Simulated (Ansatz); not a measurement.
KSrH3 (model structure, started from the KMgH3 type, Pm-3m, No. 221, 5 atoms in the cell) was calculated with PBE0 (plane waves, PAW; Ansatz, a first-principles code).

Run with plane-wave cutoff 460 eV, 6×6×6 k mesh, Fermi–Dirac smearing 0.01 eV, scalar-relativistic PAW data made under PBE.

Cell (relaxed with PBEsol):

```
CELL_PARAMETERS angstrom
      4.71935     0.00000     0.00000
      0.00000     4.71935     0.00000
      0.00000     0.00000     4.71935
ATOMIC_POSITIONS crystal
  K  0.00000 0.00000 0.00000
  Sr 0.50000 0.50000 0.50000
  H  0.50000 0.00000 0.50000
  H  0.00000 0.50000 0.50000
  H  0.50000 0.50000 0.00000
```

**Question.** Give the computed band gap, smallest direct gap on the k points sampled and Γ–Γ gap.

**Answer.** 
band gap: 4.47 eV (on the SCF k mesh)
smallest direct gap on the k points sampled: 4.55 eV
Γ–Γ gap: 9.44 eV

Note: the relaxation could raise the start's symmetry but not lower it, so the cell can be a saddle point; cell and atoms aren't relaxed at this level (pressure 0.7 GPa).

Spin–orbit coupling is not included.

Static lattice: no zero-point or thermal effects.

Computing time: roughly 3 core-minutes.

A model structure was made by putting elements into a prototype or built by hand; it is no filed structure, need not be a known phase, and can be a saddle point held by its symmetry.
